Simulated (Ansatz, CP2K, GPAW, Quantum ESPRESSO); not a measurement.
Code comparison for BaNiSn3 (I4mm, 5 atoms in the cell)

Self-consistent single point.

```
CELL_PARAMETERS angstrom
     -2.42528     2.42528     5.51985
      2.42528    -2.42528     5.51985
      2.42528     2.42528    -5.51985
ATOMIC_POSITIONS crystal
  Ba 0.00098 0.00098 0.00000
  Ni 0.65982 0.65982 0.00000
  Sn 0.25009 0.75009 0.50000
  Sn 0.75009 0.25009 0.50000
  Sn 0.42732 0.42732 0.00000
```

All programs got the same cell, k-point mesh and kind of occupations (in Ansatz's words: kpoints.mp_grid.grid = 5 5 5; scf.occupations.method = fermi_dirac; scf.occupations.width = 0.1 eV); potentials, basis and cutoffs are each program's usual ones.

| code | model | pressure (GPa) | largest force (eV/Å) | k-points | cutoff |
|---|---|---|---|---|---|
| GPAW | PBEsol, GPAW PAW datasets PBEsol (made by gpaw-setup) | -2.69 | 0.081 | 18 | 800 eV |
| Ansatz | PBEsol, PAW files made with PBE | -2.74 | 0.088 | 18 | 420 eV |
| CP2K | PBEsol, GPW, DZVP-MOLOPT-SR-GTH basis, GTH-PBE potentials (GTH_POTENTIALS) | 0.56 | 0.243 | 63 | grid 600 Ry |
| Quantum ESPRESSO | PBEsol, GBRV 1.5 ultrasoft (PBESOL) pseudopotentials | -4.04 | 0.070 | 18 | 50 Ry |

Size of the force on each atom (eV/Å): Sizes of forces hide their directions.

| code | Ba1 | Ni2 | Sn3 | Sn4 | Sn5 |
|---|---|---|---|---|---|
| GPAW | 0.030 | 0.070 | 0.060 | 0.060 | 0.081 |
| Ansatz | 0.033 | 0.064 | 0.059 | 0.059 | 0.088 |
| CP2K | 0.018 | 0.033 | 0.137 | 0.137 | 0.243 |
| Quantum ESPRESSO | 0.026 | 0.067 | 0.056 | 0.056 | 0.070 |

The spread over the programs that give each value: pressure within 4.60 GPa; largest force within 0.173 eV/Å.

The starting cell comes from a database of computed structures (which also holds hypothetical and non-ambient phases and stackings), without a prior relaxation at this level. Its lattice was rescaled by a random factor within 2.5 % of one. On Ansatz's run: Spin polarisation is off.

### Question
Why do the programs differ, and what cannot be compared?

### Answer
Differences of this kind can come from the potentials, where these differ, and from what each basis and cutoff leave unconverged. The valence holds different numbers of electrons (GPAW 68, Ansatz (a program for electronic structure) 70, CP2K 40, Quantum ESPRESSO 70). The zero of total energies and Fermi levels follows the potentials and each program's conventions, so they are not compared here. CP2K uses small atom-centred bases, whose incompleteness enters pressures, forces and empty levels differently from a plane-wave cutoff. Ansatz's pressure is given at a fixed set of plane waves, as the other plane-wave codes print theirs. The programs reduce the same mesh by symmetry to different extents, which changes the work and not the result. In the pressure, CP2K (by 3.29) and Quantum ESPRESSO (by 1.30) lie more than 1 GPa from the median of the plane-wave programs. In the force vectors, CP2K (by 0.162) lies more than 0.08 eV/Å from the median of the plane-wave programs.

Left out of this page: ABINIT (stopped by limits of time or memory).

Keys are those of Ansatz 0.2.
